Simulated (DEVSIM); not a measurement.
**Schottky contact on n-type Si**

System: Schottky contact on n-type Si, at 300 K.

| layer (left to right) | material | thickness (μm) | Nd (cm⁻³) | τn (s) | τp (s) |
|---|---|---|---|---|---|
| 1 | Si | 0.570 | 3.8e15 | 4.3e-7 | 4.3e-7 |

Left contact: Schottky, work function 4.97 eV, emission velocity 3.9e6 cm/s. Right contact: ohmic. Voltage is applied to the left contact. Recombination: SRH at mid-gap, radiative. Mobility is constant in doping.

The device is made up for the run: typed textbook-type constants, with dimensions and the other settings drawn at random. Values at 300 K.

```tsv
parameter	Si
gap (eV)	1.124
affinity (eV)	4.05
permittivity	11.7
Nc (cm⁻³)	2.86e19
Nv (cm⁻³)	3.1e19
μn (cm²/Vs)	1417
μp (cm²/Vs)	470
B (cm³/s)	4.7e-15
```

DEVSIM, 1D drift-diffusion, Boltzmann statistics, complete ionisation; no tunnelling, impact ionisation, image-force lowering or self-heating. Metal contacts follow the ideal Schottky-Mott rule: no Fermi-level pinning, no interface dipoles.

The potential step across the device at zero bias is 0.689 V and the largest field in the device at zero bias is 29000 V/cm. The dark forward voltage at 1 A/cm² is 0.485 V and the dark forward voltage at 100 A/cm² comes out as 0.613 V.

Dark reverse current:

```
V (V)  J (A/cm²)
-----  ---------
-0.10    -2.5e-8
-0.25    -4.1e-8
-0.50    -6.4e-8
-0.75    -8.5e-8
-1.00    -1.0e-7
-1.50    -1.4e-7
-2.00    -1.6e-7
-2.50    -1.9e-7
-3.25    -2.2e-7
-4.00    -2.6e-7
-5.00    -3.0e-7
```

Small-signal capacitance in reverse bias (quasi-static):

```json
[
 {"V (V)": "-0.1", "C (nF/cm²)": "19.7"},
 {"V (V)": "-0.25", "C (nF/cm²)": "18.7"},
 {"V (V)": "-0.5", "C (nF/cm²)": "18.0"},
 {"V (V)": "-0.75", "C (nF/cm²)": "17.9"},
 {"V (V)": "-1", "C (nF/cm²)": "17.9"},
 {"V (V)": "-1.5", "C (nF/cm²)": "17.9"},
 {"V (V)": "-2", "C (nF/cm²)": "18.0"},
 {"V (V)": "-2.5", "C (nF/cm²)": "18.0"},
 {"V (V)": "-3.25", "C (nF/cm²)": "18.1"},
 {"V (V)": "-4", "C (nF/cm²)": "18.1"},
 {"V (V)": "-5", "C (nF/cm²)": "18.1"}
]
```
